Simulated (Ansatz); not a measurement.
Ansatz (a quantum-chemistry and plane-wave program) run on a (110) slab of Bi (cut from a parent of space group no. 229; 4 atoms in the cell): self-consistent single point.

Computed with PBEsol, default PAW files made with PBE (plane waves; Ansatz).

The change in words: vacuum of 7 angstrom (first run: 14 Å). Reference geometry:
```yaml
crystal:
  lattice:
    - [3.44223, 0.00000, 0.00000]
    - [-4.58964, 3.24537, 0.00000]
    - [0.00000, 0.00000, 22.43172]
  atoms:
    - { symbol: Bi, position: [0.00000, 0.25000, 0.31206] }
    - { symbol: Bi, position: [0.00000, 0.75000, 0.43735] }
    - { symbol: Bi, position: [0.00000, 0.25000, 0.56264] }
    - { symbol: Bi, position: [0.00000, 0.75000, 0.68794] }
```

Reference input (self-consistent single point, DFT, PBEsol, plane waves, default PAW files made with PBE): basis.ecutwfc = 420 eV; kpoints.mp_grid.grid = 9 9 1; hamiltonian.xc = pbesol; hamiltonian.pseudopotentials = {kind: paw} (the program's default PAW files); scf.occupations.method = gaussian; scf.occupations.width = 0.1 eV. This run's input differs from it in these lines:

Ansatz 0.2 input:
```diff
@@ -4,8 +4,8 @@
     - [-4.589644, 3.245368, 0.000000]
-    - [0.000000, 0.000000, 22.431722]
+    - [0.000000, 0.000000, 15.431725]
   atoms:
-    - { symbol: Bi, position: [1.000000, 0.250000, 0.312058] }
-    - { symbol: Bi, position: [1.000000, 0.750000, 0.437355] }
-    - { symbol: Bi, position: [1.000000, 0.250000, 0.562645] }
-    - { symbol: Bi, position: [0.000000, 0.750000, 0.687942] }
+    - { symbol: Bi, position: [1.000000, 0.250000, 0.226805] }
+    - { symbol: Bi, position: [0.000000, 0.750000, 0.408939] }
+    - { symbol: Bi, position: [1.000000, 0.250000, 0.591061] }
+    - { symbol: Bi, position: [1.000000, 0.750000, 0.773195] }
 basis:
```

Output (repeated stretches shortened):

```
SCF iter   1: F=—  HF=-48967.006804 eV  |F-HF|=—  |Δ(HF+E_count)|=         —  Δρ=1.87e-3  dr2=2.08e-2  ethr=1.77e-3  ⟨swp⟩=8.0  Hψ=4156  notcnv=0
all-band conjugate gradients solve this SCF's bands
preconditioner: auto → LDOS
SCF iter   2: F=—  HF=-48967.003780 eV  |F-HF|=—  |Δ(HF+E_count)|=   3.02e-3  Δρ=8.48e-4  dr2=3.01e-3  ethr=3.47e-5  ⟨swp⟩=3.0  Hψ=1940  notcnv=0  defer=1
   [... lines left out ...]
SCF iter   4: F=—  HF=-48967.003306 eV  |F-HF|=—  |Δ(HF+E_count)|=   9.51e-5  Δρ=7.07e-5  dr2=2.78e-5  ethr=7.81e-7  ⟨swp⟩=2.0  Hψ=1428  notcnv=0  defer=1
SCF iter   5: F=—  HF=-48967.003425 eV  |F-HF|=—  |Δ(HF+E_count)|=   1.19e-4  Δρ=2.23e-5  dr2=1.19e-6  ethr=4.63e-8  ⟨swp⟩=2.1  Hψ=1324  notcnv=0  defer=1
SCF iter   6: F=—  HF=-48967.003425 eV  |F-HF|=—  |Δ(HF+E_count)|=   1.58e-7  Δρ=5.12e-6  dr2=1.07e-7  ethr=1.98e-9  ⟨swp⟩=2.0  Hψ=1589  notcnv=0  defer=1
SCF iter   7: F=-48967.003425 eV  HF=-48967.003425 eV  |F-HF|=1.22e-8  |Δ(HF+E_count)|=   9.71e-9  Δρ=2.17e-6  dr2=1.60e-8  ethr=1.67e-10  ⟨swp⟩=8.8  Hψ=4194  notcnv=0
SCF 1 converged in 7 iterations: F = -48967.003425 eV  dr2 = 1.60e-8
Free energy (F): -48967.003425 eV
Internal energy: -48966.990065 eV  (E = F + TS)
E sigma→0 (E₀):  -48966.996745 eV
Entropy (-TS):   -0.013360 eV (-3.340 meV/atom)
Fermi energy:    7.132062 eV
--- Forces (eV/Å), atoms counted from 1 ---
  atom   1  Bi     0.00000000    -0.00000000     0.39559695
  atom   2  Bi    -0.00000000     0.00000000    -0.38228164
  atom   3  Bi     0.00000000     0.00000000     0.38228164
  atom   4  Bi    -0.00000000     0.00000000    -0.39559695
--- Stress (GPa, compression-positive) ---
       -3.400201       0.009207      -0.000000
        0.009207      -3.393691      -0.000000
       -0.000000      -0.000000      -2.154980
  P = ⅓ Tr σ = -2.9830 GPa (-29.830 kbar)
  The stress holds the Pulay correction. Without it, at fixed plane waves, as pw.x and ABINIT print it: P = -3.0035 GPa
```

The run converged in 7 iterations. Against the reference run the free energy hardly moves (within 1 meV/atom) and the largest force goes from 0.411 to 0.396 eV/Å.

The starting cell comes from a database of computed structures (which also holds hypothetical and non-ambient phases and stackings), without a prior relaxation at this level. The slab is cut from that crystal, and its faces are unrelaxed. Its lattice was rescaled by up to half a per cent. Spin-orbit coupling is off.
